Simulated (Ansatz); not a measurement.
Consider CuAu (space group P4/mmm, No. 123; a = 2.813 Å, c = 3.593 Å; relaxed with 0.1 eV smearing).

Calculations: plane-wave PAW DFT at the PBEsol level (Ansatz, a quantum-chemistry and plane-wave program, 420 eV), without spin-orbit coupling.

Base values:

Pressure: 0.0 GPa
Band gap: zero

Perturbation: every lattice vector is stretched by 2.00 %, atoms relaxed at fixed cell.

Q: Predict the new pressure.

A: The pressure (mean of the normal stresses, compression positive) goes from zero to -8.7 GPa.

Q: What happens to the energy relative to the base?

A: The energy goes up by 25 meV/atom.

Q: Estimate the effect on the band gap.

A: The band gap remains zero.

The cells carry an imposed strain or load. No phonon test of stability was made. The final runs are not spin-polarised.
